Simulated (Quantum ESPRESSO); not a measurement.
Worked example: self-consistent single point of MnSi (P2_13, 8 atoms in the cell) in Quantum ESPRESSO.

Method of the run: LDA (PZ), GBRV 1.5 ultrasoft (LDA) pseudopotentials (plane waves; Quantum ESPRESSO).

```yaml
crystal:
  lattice:
    - [4.37214, 0.00000, 0.00000]
    - [0.00000, 4.37214, 0.00000]
    - [0.00000, 0.00000, 4.37214]
  atoms:
    - { symbol: Mn, position: [0.36354, 0.13646, 0.86354], spin: 4.0 }
    - { symbol: Mn, position: [0.13646, 0.86354, 0.36354], spin: 4.0 }
    - { symbol: Mn, position: [0.86354, 0.36354, 0.13646], spin: 4.0 }
    - { symbol: Mn, position: [0.63646, 0.63646, 0.63646], spin: 4.0 }
    - { symbol: Si, position: [0.65422, 0.84578, 0.15422] }
    - { symbol: Si, position: [0.84578, 0.15422, 0.65422] }
    - { symbol: Si, position: [0.15422, 0.65422, 0.84578] }
    - { symbol: Si, position: [0.34578, 0.34578, 0.34578] }
```
(The spins are starting values, not results.)

Reference input (self-consistent single point, DFT, PBE, plane waves, SSSP 1.1.2 efficiency (PBE) pseudopotentials): ecutwfc = 50 Ry; ecutrho = 400 Ry; occupations = smearing; smearing = fermi-dirac; degauss = 0.0099958 Ry; nspin = 2; potentials = {Mn: mn_pbe_v1.5.uspp.F.UPF, Si: Si.pbe-n-rrkjus_psl.1.0.0.UPF}; K_POINTS = automatic 5 5 5 0 0 0; conv_thr = 1e-10 Ry; mixing_beta = 0.4. This run's input differs from it in these lines:

```diff
@@ -26,4 +26,4 @@
 ATOMIC_SPECIES
-Mn    54.9380  mn_pbe_v1.5.uspp.F.UPF
-Si    28.0850  Si.pbe-n-rrkjus_psl.1.0.0.UPF
+Mn    54.9380  mn_lda_v1.5.uspp.F.UPF
+Si    28.0850  si_lda_v1.uspp.F.UPF
 ATOMIC_POSITIONS {angstrom}
```

The program printed (abridged):

```
     Self-consistent Calculation

     iteration #  1     ecut=    50.00 Ry     beta= 0.40

     total energy              =    -881.32943417 Ry
     estimated scf accuracy    <       6.17918607 Ry

     total magnetization       =     5.91 Bohr mag/cell
     absolute magnetization    =     7.43 Bohr mag/cell

     iteration #  2     ecut=    50.00 Ry     beta= 0.40

     total energy              =    -882.25071925 Ry
     estimated scf accuracy    <       7.89838530 Ry

     total magnetization       =     6.59 Bohr mag/cell
     absolute magnetization    =     8.07 Bohr mag/cell

     iteration #  3     ecut=    50.00 Ry     beta= 0.40

   [... lines left out ...]
     absolute magnetization    =     0.00 Bohr mag/cell

     iteration # 33     ecut=    50.00 Ry     beta= 0.40

     Magnetic moment per site  (integrated on atomic sphere of radius R)
     atom   1 (R=0.208)  charge= 12.8594  magn= -0.0000
     atom   2 (R=0.208)  charge= 12.8594  magn= -0.0000
     atom   3 (R=0.208)  charge= 12.8594  magn= -0.0000
     atom   4 (R=0.208)  charge= 12.8594  magn= -0.0000
     atom   5 (R=0.208)  charge=  1.6476  magn=  0.0000
     atom   6 (R=0.208)  charge=  1.6476  magn=  0.0000
     atom   7 (R=0.208)  charge=  1.6476  magn=  0.0000
     atom   8 (R=0.208)  charge=  1.6476  magn=  0.0000
     End of self-consistent calculation

     the Fermi energy is    17.4856 ev

!    total energy              =    -883.64260183 Ry
     estimated scf accuracy    <          1.8E-11 Ry
     smearing contrib. (-TS)   =      -0.03551967 Ry
     internal energy E=F+TS    =    -883.60708216 Ry

     total magnetization       =    -0.00 Bohr mag/cell
     absolute magnetization    =     0.00 Bohr mag/cell

     convergence has been achieved in  33 iterations

     Forces acting on atoms (cartesian axes, Ry/au):

     atom    1 type  1   force =    -0.00750267    0.00750267   -0.00750267
     atom    2 type  1   force =     0.00750267   -0.00750267   -0.00750267
     atom    3 type  1   force =    -0.00750267   -0.00750267    0.00750267
     atom    4 type  1   force =     0.00750267    0.00750267    0.00750267
   [... lines left out ...]

     Total force =     0.026266     Total SCF correction =     0.000003

          total   stress  (Ry/bohr**3)                   (kbar)     P=       99.92
   0.00067927   0.00000000   0.00000000           99.92        0.00        0.00
   0.00000000   0.00067927   0.00000000            0.00       99.92        0.00
   0.00000000   0.00000000   0.00067927            0.00        0.00       99.92

   JOB DONE.
```

The run converged in 33 iterations. Against the reference run the pressure goes from 25.17 to 9.99 GPa, the largest force goes from 0.473 to 0.334 eV/Å and the size of the net moment goes from 0.32 to 0.00 μB/atom.

The starting cell comes from a database of computed structures (which also holds hypothetical and non-ambient phases and stackings), without a prior relaxation at this level. Its lattice was rescaled by a random factor within 2.5 % of one. The starting moments vanished: the run ended non-magnetic, which need not be the lowest state. With a pressure of about 10 GPa the cell is away from its equilibrium volume at this level.

Cost on one core of a shared machine: roughly 2 min.
